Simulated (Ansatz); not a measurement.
**Ge, response to strain**

Base system: Ge in the diamond structure (space group Fd-3m, No. 227).

```yaml
crystal:
  lattice:
    - [0.00000, 2.83720, 2.83720]
    - [2.83720, 0.00000, 2.83720]
    - [2.83720, 2.83720, 0.00000]
  atoms:
    - { symbol: Ge, position: [0.50000, 0.50000, 0.50000] }
    - { symbol: Ge, position: [0.75000, 0.75000, 0.75000] }
```

Cartesian axes are those of the cell as printed.

Strains are applied to the cell and any free atomic positions relax; under biaxial strain the out-of-plane vector relaxes too; under stress the whole cell relaxes.

The values are results of Ansatz (a program for electronic structure) r2SCAN, no spin-orbit coupling, not measurements.

Notes on the quantities. pressure: mean of the normal stresses, compression positive.

```csv
variant,band gap,pressure,volume per atom
base,0.36 eV,0.01 GPa,22.84 Å³
"biaxial strain +0.87 %, plane normal [001], relaxed out of plane",0.17 eV,…,23.10 Å³
"biaxial strain −2.22 %, plane normal [111], relaxed out of plane",0.34 eV,2.93 GPa,22.01 Å³
isotropic strain −0.92 %,0.53 eV,…,22.21 Å³
isotropic strain −0.32 %,0.45 eV,…,22.62 Å³
uniaxial strain ε_xx = −1.39 %,0.40 eV,1.04 GPa,22.52 Å³
uniaxial strain ε_xx = −0.64 %,0.39 eV,0.47 GPa,22.69 Å³
uniaxial strain ε_yy = −0.86 %,0.39 eV,0.64 GPa,22.64 Å³
"uniaxial stress, 2 GPa tension along z",…,–,23.06 Å³
tensor shear ε_xz = −3.75 %,zero,0.3 GPa,22.81 Å³
```

### Question
What belongs in the blanks?

### Answer

- biaxial strain +0.87 %, plane normal [001], relaxed out of plane, pressure: -0.77 GPa
- isotropic strain −0.92 %, pressure: 2.12 GPa
- isotropic strain −0.32 %, pressure: 0.71 GPa
- uniaxial stress, 2 GPa tension along z, band gap: 0.19 eV

A case with no gap was solved on a k-mesh chosen for an insulator, which is coarse for it. Beyond what the load breaks, stability against distortions was not tested. The zero or small gap of Ge under biaxial strain +0.87 %, plane normal [001], relaxed out of plane, Ge under uniaxial stress, 2 GPa tension along z and Ge under tensor shear ε_xz = −3.75 % can change with the level of theory.
